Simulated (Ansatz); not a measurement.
# MoP (model structure, started from the CsCl type, Pm-3m, No. 221, 2 atoms in the cell)

These are PBEsol (PAW; Ansatz, a quantum-chemistry and plane-wave program) values and carry that method's errors.

Settings: plane-wave cutoff 500 eV, 14×14×14 k mesh, Fermi–Dirac smearing 0.05 eV, no spin polarisation, scalar-relativistic PAW data made under PBE.

Cell (relaxed at this level):

```cif
data_MoP
_chemical_formula_sum 'Mo1 P1'
_space_group_name_H-M_alt 'P 1'
_space_group_IT_number 1
_cell_length_a 2.97435
_cell_length_b 2.97435
_cell_length_c 2.97435
_cell_angle_alpha 90.000
_cell_angle_beta 90.000
_cell_angle_gamma 90.000
loop_
_space_group_symop_operation_xyz
  'x, y, z'
loop_
_atom_site_label
_atom_site_type_symbol
_atom_site_fract_x
_atom_site_fract_y
_atom_site_fract_z
_atom_site_occupancy
Mo1 Mo 0.00000 0.00000 0.00000 1
P1 P 0.50000 0.50000 0.50000 1
```

- band gap = zero (no gap)

Note: the relaxation could raise the start's symmetry but not lower it, so the cell can be a saddle point.

Spin–orbit coupling is not included.

Static lattice: no zero-point or thermal effects.

Computing time: around 11 core-seconds (rough).

A model structure was made by putting elements into a prototype or built by hand; it is no filed structure, need not be a known phase, and can be a saddle point held by its symmetry.
